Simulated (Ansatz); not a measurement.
Worked example: self-consistent single point of LuAu (P4mm, 2 atoms in the cell) in Ansatz (an electronic-structure program).

Method: PBEsol, harder PAW files (source: ansatz) made with PBE (plane waves; Ansatz).

The change in words: lattice scaled by 0.98; basis.ecutwfc: 420 eV → 815 eV; hamiltonian.pseudopotentials: {kind: paw} (the program's default PAW files) → {kind: paw, source: ansatz}. Reference geometry:
```xyz
2
Lattice="3.5141 0.0000 0.0000 0.0000 3.5141 0.0000 0.0000 0.0000 3.5141" Properties=species:S:1:pos:R:3 pbc="T T T"
Lu     1.7571     1.7571     1.8071
Au     0.0000     0.0000     0.0000
```

Reference input (self-consistent single point, DFT, PBEsol, plane waves, default PAW files made with PBE): basis.ecutwfc = 420 eV; kpoints.mp_grid.grid = 9 9 9; hamiltonian.xc = pbesol; hamiltonian.pseudopotentials = {kind: paw} (the program's default PAW files); scf.occupations.method = fermi_dirac; scf.occupations.width = 0.1 eV. This run's input differs from it in these lines:

Ansatz 0.2 input:
```diff
@@ -3,10 +3,10 @@
   lattice:
-    - [3.51413300, 0.00000000, 0.00000000]
-    - [0.00000000, 3.51413300, 0.00000000]
-    - [0.00000000, 0.00000000, 3.51413300]
+    - [3.44385000, 0.00000000, 0.00000000]
+    - [0.00000000, 3.44385000, 0.00000000]
+    - [0.00000000, 0.00000000, 3.44385000]
   atoms:
-    - { symbol: Lu, position_ang: [1.75706650, 1.75706650, 1.80706558] }
+    - { symbol: Lu, position_ang: [1.72192500, 1.72192500, 1.77092410] }
     - { symbol: Au, position_ang: [0.00000000, 0.00000000, 0.00000000] }
 basis:
-  ecutwfc: 420.0
+  ecutwfc: 815.0
 kpoints:
@@ -15,3 +15,3 @@
   xc: pbesol
-  pseudopotentials: { kind: paw }
+  pseudopotentials: { kind: paw, source: ansatz }
 scf:
```

Log, with long lists cut:

```
SCF iter   1: F=—  HF=-27679.891596 eV  |F-HF|=—  |Δ(HF+E_count)|=         —  Δρ=3.92e-1  dr2=1.21e2  ethr=3.10e-3  ⟨swp⟩=5.9  Hψ=9481  notcnv=0
all-band conjugate gradients solve this SCF's bands
preconditioner: auto → Kerker (q_TF=auto, 2.762 Å⁻¹)
SCF iter   2: F=—  HF=-27670.585405 eV  |F-HF|=—  |Δ(HF+E_count)|=    9.31e0  Δρ=1.93e-1  dr2=2.86e1  ethr=3.10e-3  ⟨swp⟩=4.5  Hψ=5259  notcnv=0
   [... lines left out ...]
SCF iter   7: F=—  HF=-27665.865562 eV  |F-HF|=—  |Δ(HF+E_count)|=   1.46e-3  Δρ=6.75e-4  dr2=1.66e-4  ethr=1.17e-5  ⟨swp⟩=2.6  Hψ=3553  notcnv=0
SCF iter   8: F=—  HF=-27665.865540 eV  |F-HF|=—  |Δ(HF+E_count)|=   2.24e-5  Δρ=1.04e-4  dr2=1.95e-6  ethr=3.78e-7  ⟨swp⟩=2.3  Hψ=3407  notcnv=0
SCF iter   9: F=—  HF=-27665.865546 eV  |F-HF|=—  |Δ(HF+E_count)|=   6.30e-6  Δρ=2.58e-5  dr2=3.05e-7  ethr=4.44e-9  ⟨swp⟩=2.6  Hψ=3954  notcnv=0
SCF iter  10: F=-27665.865546 eV  HF=-27665.865546 eV  |F-HF|=6.50e-9  |Δ(HF+E_count)|=   3.52e-8  Δρ=5.09e-6  dr2=1.26e-8  ethr=2.27e-10  ⟨swp⟩=9.6  Hψ=12125  notcnv=0
SCF 1 converged in 10 iterations: F = -27665.865546 eV  dr2 = 1.26e-8
Free energy (F): -27665.865546 eV
Internal energy: -27665.833745 eV  (E = F + TS)
E sigma→0 (E₀):  -27665.849646 eV
Entropy (-TS):   -0.031801 eV (-15.901 meV/atom)
Fermi energy:    18.982040 eV
--- Forces (eV/Å), atoms counted from 1 ---
  atom   1  Lu     0.00000000     0.00000000    -0.16217968
  atom   2  Au    -0.00000000     0.00000000     0.16218979
--- Stress (GPa, compression-positive) ---
        3.578132       0.000000      -0.000000
        0.000000       3.578132       0.000000
       -0.000000       0.000000       3.536366
  P = ⅓ Tr σ = 3.5642 GPa (35.642 kbar)
  The stress holds the Pulay correction. Without it, at fixed plane waves, as pw.x and ABINIT print it: P = 3.5632 GPa
```

The run converged in 10 iterations. Against the reference run the pressure goes from -3.04 to 3.56 GPa and the largest force goes from 0.114 to 0.162 eV/Å.

The starting cell comes from a database of computed structures (which also holds hypothetical and non-ambient phases and stackings), without a prior relaxation at this level. Its lattice was rescaled by up to half a per cent. One atom was moved a little off its site on purpose. For this run, on top of that: lattice scaled by 0.98. Ansatz's pressure includes its estimate of the finite-basis (Pulay) stress.
